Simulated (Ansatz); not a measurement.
**Effect of isotropic strain −2.00 % on MgS**

The reference is MgS in the rock salt structure (space group Fm-3m, No. 225; a = 5.129 Å).

Modification: every lattice vector is shortened by 2.00 %, atoms relaxed at fixed cell.

Computed with DFT with LDA, PAW potentials and a 420 eV plane-wave cutoff in Ansatz (an electronic-structure program), no SOC. Γ-centred 11×11×11 mesh, Fermi–Dirac width 0.05 eV.

```csv
quantity,base,changed,shift
space group,Fm-3m (No. 225),Fm-3m (No. 225),–
shortest interatomic distance,4.846 bohr,4.749 bohr,-0.097 bohr
energy relative to the base (free energy F),0 meV/atom,+17 meV/atom,+17 meV/atom
pressure,0.00 GPa,5.70 GPa,+5.707 GPa
band gap,2.65 eV,2.77 eV,+0.12 eV
gap character,"indirect, Γ → X","indirect, Γ → X",–
smallest direct gap,3.83 eV,4.35 eV,+0.52 eV
mean gap deformation potential ΔEg/Δln V,–,-2.0 eV,–
width of the top valence band,2.54 eV,2.72 eV,+0.18 eV
electron mass,"0.53 mₑ along k, 0.28 mₑ across (at X)","0.54 mₑ along k, 0.29 mₑ across (at X)",–
"hole mass (degenerate bands, along [100])","0.25, 0.89, 0.89 mₑ (at Γ)","0.26, 0.83, 0.83 mₑ (at Γ)",–
```

Final structure:

```
MgS
1.0
    0.00000     2.51332     2.51332
    2.51332     0.00000     2.51332
    2.51332     2.51332     0.00000
Mg S
1 1
Cartesian
  0.00000   0.00000   0.00000
  2.51332   2.51332   2.51332
```

Effective masses come from finite differences of ±0.01 Å⁻¹. Along k means along the line from Γ to the band edge. Whether these cells are dynamically stable was not tested.
